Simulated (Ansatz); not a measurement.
Base system: YN in the rock salt structure (space group Fm-3m, No. 225; a = 4.896 Å). Axes: x, y, z lie along the cube axes.

Level of theory: r2SCAN/PAW in Ansatz (a program for electronic structure), no spin-orbit coupling.

For the base:

```
Item                         Result
------------  ---------------------
Valley order  X along ⟨100⟩ 0.58 eV
```

Modification: the cell is compressed by 1.45 % along z with no lateral relaxation, atoms relaxed at fixed cell.

What happens to the valley order?

The valley order (the lowest conduction-band minima on the path, energy above the VBM, named in the base's zone) becomes X along [001] 0.48 eV; X along [100] 0.53 eV (base: X along ⟨100⟩ 0.58 eV).

Predict the new energy relative to the base.

The energy rises by 3.4 meV/atom.

Estimate the effect on the stress.

The stress (xx, yy, zz, yz, xz, xy; compression positive) amounts to (1.29, 1.29, 5.32, 0.00, 0.00, 0.00) GPa.

The levels and masses belong to the bands next to the band gap. The cells carry an imposed strain or load. Whether these cells are dynamically stable was not tested.
